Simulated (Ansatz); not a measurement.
Zr2InN: response to strain

The reference is Zr2InN (space group P6_3/mmc, No. 194; a = 3.262 Å, c = 14.799 Å; a cell from a computed database, its experimental status unchecked). Axes: x lies along a and z along c of the hexagonal cell.

Strains are applied to the cell and any free atomic positions relax; under stress the whole cell relaxes.

The values are results of PBEsol in Ansatz (plane waves to 420 eV, PAW, scalar-relativistic without spin-orbit coupling), not measurements.

Notes on the quantities. energy relative to the base: free energy F.

| change | shortest interatomic distance | energy relative to the base |
|---|---|---|
| base | 2.254 Å | 0 meV/atom |
| isotropic strain +2.34 % | 2.289 Å | +35 meV/atom |
| isotropic strain +3.03 % | 2.299 Å | +57 meV/atom |
| uniaxial stress, 8 GPa tension along z | 2.258 Å | +19 meV/atom |

Without a gap, meshes like the base's 16×16×4 leave anisotropic stresses uncertain by several tenths of a GPa, and small strain energies with them. Beyond what the load breaks, stability against distortions was not tested. All final runs are without spin polarisation.

Ansatz is an electronic-structure program.
